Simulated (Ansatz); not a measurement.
# Competing hops of interstitial O in fcc Rh, neutral cell

Consider interstitial O in fcc Rh, neutral cell. Level of theory: PBE, PAW (plane waves to 420 eV; Ansatz, an electronic-structure program).

32-site cell at the relaxed PBE lattice, a 2×2×2 k-point mesh shifted by half a step, smearing 0.10 eV, spin-restricted, no finite-size correction. No zero-point or tunnelling terms. Sites that were not tried may lie lower.

Barriers: single points on a 4×4×4 k-point mesh shifted by half a step at the bands' geometries (they differ from the bands' own by up to 0.11 eV, and are uncertain by about as much).

| Route | Start site over the lowest site run (eV) | Hop (Å) | Forward barrier (eV) | Backward barrier (eV) | Neighbours at the start | Neighbours at the saddle | Saddle order | Forward, on the band's own sampling (eV) |
|---|---|---|---|---|---|---|---|---|
| one O atom jumps by itself | 0.00 | 1.66 | 1.38 | 0.61 | 4 Rh at 1.90 Å | 3 Rh at 1.86 Å | not checked, on a symmetry element | 1.49 |

Paths come from nudged elastic bands with a climbing image.  A band can be held on a symmetry element, so unchecked saddle points there may be too high.
